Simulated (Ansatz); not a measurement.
By hand: formation energy of O_i in Ir (fcc, Fm-3m)

Subject: the formation energy of O_i in Ir (fcc, Fm-3m). Reaction: 64 Ir (fcc) + 1/2 O2 (gas) → cell A.

A: a supercell of 64 sites of Ir (fcc, Fm-3m) with O off the lattice sites (6 Ir at 2.11 Å); spin state with PBE: run without spin.

Method: Ansatz (a program for electronic structure), PAW, neutral cells at 0 K with nuclei at rest, on structures from PBE. Ansatz runs with its PAW set soft_1. Other levels take these structures. The lattices are those relaxed with PBE, so at other levels the solids can be strained, which adds to the spread. Larger cells are relaxed from a start prepared with the learned potential CHGNet, on a coarser mesh till forces fall under 0.03 eV/Å, which some starts already meet. A dispersion term (D3(BJ), or D4 for r2SCAN) was computed beside these levels and is taken off wherever the name lacks it. Space groups of crystals are read within 0.01 Å. The runs are scalar-relativistic, without spin-orbit coupling. The d electrons get no Hubbard U. Mesh and cell size may move defect energies by 0.1 eV or more. Cell A has symmetry Fm-3m within 0.02 Å and got no random move, so less symmetric positions, which may lie lower, weren't tried.

Total energies of the cells in eV, at zero smearing width. They compare only within one column; the weights balance every element.

| cell | atoms | weight | r2SCAN | PBE+D3(BJ) |
|---|---|---|---|---|
| A: Ir:O_i | 65 | +1 | -765363.49983 | -764563.35666 |
| Ir (fcc) | 64 | −1 | -764801.88100 | -764002.68962 |
| O2 (gas) | 2 | −1/2 | -1131.97288 | -1129.95795 |

r2SCAN: (-765363.49983) − (-764801.88100) − 1/2 × (-1131.97288) = 4.368 eV.

PBE+D3(BJ): (-764563.35666) − (-764002.68962) − 1/2 × (-1129.95795) = 4.312 eV.
